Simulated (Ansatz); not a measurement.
Start from ZnSe in the zinc blende structure (space group F-43m, No. 216).

```yaml
crystal:
  lattice:
    - [0.00000, 2.78375, 2.78375]
    - [2.78375, 0.00000, 2.78375]
    - [2.78375, 2.78375, 0.00000]
  atoms:
    - { symbol: Zn, position: [0.00000, 0.00000, 0.00000] }
    - { symbol: Se, position: [0.25000, 0.25000, 0.25000] }
```

Cartesian axes are those of the cell as printed.

The values are results of Ansatz (an electronic-structure program) LDA, no SOC, not measurements.

Base values:

| Item | Value |
|---|---|
| Electron mass | 0.090 mₑ (at Γ) |
| Band gap | 1.25 eV |
| Valence-band top at Γ | 0.00, 0.00, 0.00 eV |
| Pressure | 0.0 kbar |

It is then changed as follows: the cell is compressed by 3.00 % along z with no lateral relaxation, atoms relaxed at fixed cell.

**Question.** Predict the new electron mass.

**Answer.** The electron mass changes from 0.090 mₑ (at Γ) to 0.096 mₑ (at Γ).

**Question.** How does this affect the band gap?

**Answer.** The band gap goes up by 0.05 eV to 1.30 eV.

**Question.** Estimate the effect on the valence-band top at Γ.

**Answer.** The valence-band top at Γ (three highest levels, from the VBM) goes from 0.00, 0.00, 0.00 eV to 0.00, -0.11, -0.11 eV.

**Question.** What does the calculation give for the pressure after the change?

**Answer.** The pressure (mean of the normal stresses, compression positive) goes from zero to 23.1 kbar.

The cells carry an imposed strain or load. Effective masses come from finite differences of ±0.01 Å⁻¹. No phonon test of stability was made.
